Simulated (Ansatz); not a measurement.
## Ta2O5 (space group C2, No. 5; a cell from a computed database, its experimental status unchecked)

```
Ta2O5
1.0
    2.96222    -2.53816     0.00000
    2.96222     2.53816     0.00000
   -2.64989     0.00000     5.10193
Ta O
2 5
Direct
  0.23122   0.15098   0.29224
  0.84902   0.76878   0.70776
  0.63318   0.22415   0.65149
  0.77585   0.36682   0.34851
  0.24126   0.11196   0.95629
  0.88804   0.75874   0.04371
  0.27242   0.72758   0.50000
```

All numbers come from PBEsol, PAW, 420 eV (Ansatz, a first-principles code; scalar-relativistic without spin-orbit coupling). k-mesh 9×9×7 (Γ-centred); smearing 0.05 eV (Fermi–Dirac).

The volume per atom is 10.96 Å³ and the density is 9.56 g/cm³. The band gap comes out as 2.40 eV, indirect, Γ → V₂ and the total energy comes out as -3203.152 eV/atom (σ→0; compares only within this code and set-up).

Spin-orbit coupling, missing from the scalar runs, can matter with Ta. Whether these cells are dynamically stable was not tested.
